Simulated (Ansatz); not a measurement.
Rh: response to strain

Take Rh in the fcc (Cu type) structure (space group Fm-3m, No. 225; relaxed with 0.1 eV smearing) as the base.

```
Rh
1.0
    0.00000     1.90077     1.90077
    1.90077     0.00000     1.90077
    1.90077     1.90077     0.00000
Rh
1
Direct
  0.00000   0.00000   0.00000
```

Strains are applied to the cell and any free atomic positions relax.

Calculations: plane-wave PAW DFT at the r2SCAN level (Ansatz, a program for electronic structure, 500 eV), without spin-orbit coupling.

Notes on the quantities. energy relative to the base: free energy F.

```tsv
change	energy relative to the base	shortest interatomic distance	pressure
base	0 meV/atom	5.080 bohr	0.0 GPa
isotropic strain −3.00 %	+110 meV/atom	4.927 bohr	[?]
isotropic strain −2.50 %	+75 meV/atom	4.953 bohr	25.8 GPa
isotropic strain −2.00 %	[?]	4.978 bohr	19.8 GPa
isotropic strain −1.50 %	+26 meV/atom	5.004 bohr	14.3 GPa
isotropic strain −1.00 %	+11 meV/atom	5.029 bohr	9.1 GPa
isotropic strain −0.50 %	[?]	5.054 bohr	[?]
```

Task: Some entries are withheld; estimate them.

Result: 
- isotropic strain −3.00 %, pressure: 32.3 GPa
- isotropic strain −2.00 %, energy relative to the base: +47 meV/atom
- isotropic strain −0.50 %, energy relative to the base: +2.8 meV/atom
- isotropic strain −0.50 %, pressure: 4.4 GPa

No phonon test of stability was made. All final runs are without spin polarisation.
